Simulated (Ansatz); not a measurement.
Structures of equal composition on the (000-1) surface of wurtzite ZnO (O plane on top): 2x2 Al adatom at H3; 2x2 Al adatom at T4. The slabs share one bottom face, and each structure is named by its start. These are constructed structures in small cells; real faces may alloy, dewet or reconstruct in larger ones, and not all known structures of the face are among them. Slabs of about 14 Å with all that they carry, Fermi-Dirac smearing of 0.025 eV. Bottom of the slabs: H caps. Relaxed from the named starts with such symmetry as they have, on meshes of like density; energies extrapolated to zero smearing; no spin-orbit coupling, no U. Spin-polarised runs, if any, are marked in brackets, and their order is one that fits the cell; the others ran without spin. Where a second, spin-polarised start was run, the lower counts.

Method: r2SCAN, at the PBE geometry (plane waves to 500 eV, PAW; Ansatz, a first-principles code).

### Question
Order them by energy per 1x1 cell (lowest first) at the level r2SCAN, at the PBE geometry.

### Answer
2x2 Al adatom at H3 (0.000 eV [spin, 0.9 μB a cell], no gap over 0.04 eV on the mesh), 2x2 Al adatom at T4 (0.162 eV (3 Al–O bonds formed) [spin, 1.0 μB a cell], a narrow gap of 0.15 eV by band count)
